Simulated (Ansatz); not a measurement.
Input and output of a self-consistent single point for SrNi2As2 (I4mm, 5 atoms in the cell) (Ansatz, an electronic-structure program).

Level of theory: LDA (PW92), default PAW files made with PBE (plane waves; Ansatz).

The change in words: lattice scaled by 0.98; kpoints.mp_grid.grid: 9 9 9 → 15 15 15; scf.occupations.width: 0.1 eV → 0.05 eV. Reference geometry:
```xyz
5
Lattice="-2.0468 2.0468 5.5231 2.0468 -2.0468 5.5231 2.0468 2.0468 -5.5231" Properties=species:S:1:pos:R:3 pbc="T T T"
Sr     0.0000     0.0000     0.0500
Ni     0.0000     2.0468     2.7615
Ni     2.0468     0.0000     2.7615
As     0.0000     0.0000     7.1278
As     0.0000     0.0000     3.9184
```

Reference input (self-consistent single point, DFT, LDA (PW92), plane waves, default PAW files made with PBE): basis.ecutwfc = 420 eV; kpoints.mp_grid.grid = 9 9 9; hamiltonian.xc = lda; hamiltonian.pseudopotentials = {kind: paw} (the program's default PAW files); scf.occupations.method = fermi_dirac; scf.occupations.width = 0.1 eV. This run's input differs from it in these lines:

Ansatz 0.2 input:
```diff
@@ -2,11 +2,11 @@
   lattice:
-    - [-2.04681300, 2.04681300, 5.52307800]
-    - [2.04681300, -2.04681300, 5.52307800]
-    - [2.04681300, 2.04681300, -5.52307800]
+    - [-2.00587700, 2.00587700, 5.41261600]
+    - [2.00587700, -2.00587700, 5.41261600]
+    - [2.00587700, 2.00587700, -5.41261600]
   atoms:
-    - { symbol: Sr, position_ang: [0.00000000, -0.00000000, 0.04999490] }
-    - { symbol: Ni, position_ang: [0.00000000, 2.04681300, 2.76153900] }
-    - { symbol: Ni, position_ang: [2.04681300, 0.00000000, 2.76153900] }
-    - { symbol: As, position_ang: [0.00000000, -0.00000000, 7.12775308] }
-    - { symbol: As, position_ang: [-0.00000000, 0.00000000, 3.91840292] }
+    - { symbol: Sr, position_ang: [-0.00000000, 0.00000000, 0.04899500] }
+    - { symbol: Ni, position_ang: [0.00000000, 2.00587700, 2.70630800] }
+    - { symbol: Ni, position_ang: [2.00587700, 0.00000000, 2.70630800] }
+    - { symbol: As, position_ang: [-0.00000000, 0.00000000, 6.98519745] }
+    - { symbol: As, position_ang: [0.00000000, -0.00000000, 3.84003455] }
 basis:
@@ -15,3 +15,3 @@
   mp_grid:
-    grid: [9, 9, 9]
+    grid: [15, 15, 15]
 hamiltonian:
@@ -23,3 +23,3 @@
     method: fermi_dirac
-    width: 0.1
+    width: 0.05
 output:
```

The program printed (abridged):

```
SCF iter   1: F=—  HF=-24542.067265 eV  |F-HF|=—  |Δ(HF+E_count)|=         —  Δρ=1.01e-2  dr2=4.28e-2  ethr=1.77e-3  ⟨swp⟩=7.1  Hψ=55561  notcnv=0  defer=180
all-band conjugate gradients solve this SCF's bands
preconditioner: auto → Kerker (q_TF=auto, 2.667 Å⁻¹)
SCF iter   2: F=—  HF=-24542.061794 eV  |F-HF|=—  |Δ(HF+E_count)|=   5.47e-3  Δρ=4.24e-3  dr2=7.94e-3  ethr=5.63e-5  ⟨swp⟩=2.0  Hψ=21171  notcnv=0  defer=501
   [... lines left out ...]
SCF iter   5: F=—  HF=-24542.060036 eV  |F-HF|=—  |Δ(HF+E_count)|=   5.59e-5  Δρ=2.24e-4  dr2=7.31e-5  ethr=3.00e-7  ⟨swp⟩=2.0  Hψ=21363  notcnv=0  defer=501
SCF iter   6: F=—  HF=-24542.060027 eV  |F-HF|=—  |Δ(HF+E_count)|=   8.88e-6  Δρ=8.49e-5  dr2=1.33e-5  ethr=9.62e-8  ⟨swp⟩=2.0  Hψ=16306  notcnv=0  defer=501
SCF iter   7: F=—  HF=-24542.060025 eV  |F-HF|=—  |Δ(HF+E_count)|=   2.06e-6  Δρ=2.85e-5  dr2=9.17e-7  ethr=1.75e-8  ⟨swp⟩=2.0  Hψ=16262  notcnv=0  defer=501
SCF iter   8: F=-24542.060025 eV  HF=-24542.060025 eV  |F-HF|=4.27e-8  |Δ(HF+E_count)|=   2.23e-7  Δρ=6.70e-6  dr2=4.06e-8  ethr=1.32e-10  ⟨swp⟩=9.5  Hψ=71031  notcnv=0
SCF 1 converged in 8 iterations: F = -24542.060025 eV  dr2 = 4.06e-8
Free energy (F): -24542.060025 eV
Internal energy: -24542.033522 eV  (E = F + TS)
E sigma→0 (E₀):  -24542.046773 eV
Entropy (-TS):   -0.026503 eV (-5.301 meV/atom)
Fermi energy:    13.173148 eV
--- Forces (eV/Å), atoms counted from 1 ---
  atom   1  Sr    -0.00000000     0.00000000    -0.18722111
  atom   2  Ni     0.00000000    -0.00000000     0.06254009
  atom   3  Ni    -0.00000000     0.00000000     0.06254009
  atom   4  As    -0.00000000     0.00000000    -0.20649863
  atom   5  As     0.00000000    -0.00000000     0.26865071
--- Stress (GPa, compression-positive) ---
       -0.471896      -0.000000      -0.000000
       -0.000000      -0.471896      -0.000000
       -0.000000      -0.000000      -2.009646
  P = ⅓ Tr σ = -0.9845 GPa (-9.845 kbar)
  The stress holds the Pulay correction. Without it, at fixed plane waves, as pw.x and ABINIT print it: P = -1.0286 GPa
```

The run converged in 8 iterations. Against the reference run the free energy falls by 18.4 meV/atom, the pressure goes from -6.53 to -0.98 GPa and the largest force goes from 0.258 to 0.269 eV/Å.

The starting cell comes from a database of computed structures (which also holds hypothetical and non-ambient phases and stackings), without a prior relaxation at this level. Its lattice was rescaled by up to half a per cent. One atom was moved a little off its site on purpose. For this run, on top of that: lattice scaled by 0.98. Spin polarisation is off, so a magnetic state, if there is one, cannot be reached. Ansatz's pressure includes its estimate of the finite-basis (Pulay) stress.

Cost on one core of a shared machine: roughly 2 min.
